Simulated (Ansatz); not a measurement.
## What isotropic strain +1.50 % does to Lu

The reference is Lu in the hcp (Mg type) structure (space group P6_3/mmc, No. 194; a = 3.5062 Å, c = 5.4820 Å; relaxed with 0.1 eV smearing).

Perturbation: the cell is scaled by 1.0150 in all directions; the atoms relax in the strained cell.

Method: Ansatz (an electronic-structure program), PBE, PAW, cutoff 420 eV, spin-orbit coupling left out. Settings: 19×19×11 k-points, 0.1 eV Fermi–Dirac smearing.

```json
[
 {"quantity": "volume per atom", "base": "29.18 Å³", "changed": "30.51 Å³", "shift": "+1.33 Å³"},
 {"quantity": "space group", "base": "P6_3/mmc (No. 194)", "changed": "P6_3/mmc (No. 194)", "shift": "–"},
 {"quantity": "shortest interatomic distance", "base": "3.407 Å", "changed": "3.459 Å", "shift": "+0.0511 Å"},
 {"quantity": "energy relative to the base (free energy F)", "base": "0 meV/atom", "changed": "+8.2 meV/atom", "shift": "+8.2 meV/atom"},
 {"quantity": "pressure (mean of the normal stresses, compression positive)", "base": "0.0 GPa", "changed": "-1.9 GPa", "shift": "-1.9 GPa"},
 {"quantity": "band gap", "base": "zero", "changed": "zero", "shift": "–"}
]
```

Final structure:

```
Lu
1.0
    3.55875     0.00000     0.00000
   -1.77938     3.08197     0.00000
    0.00000     0.00000     5.56425
Lu
2
Direct
  0.66667   0.33333   0.75000
  0.33333   0.66667   0.25000
```

Cost of the whole job for the changed cell (relaxation, final SCF and bands): around 80 core-seconds (rough).

Whether these cells are dynamically stable was not tested.
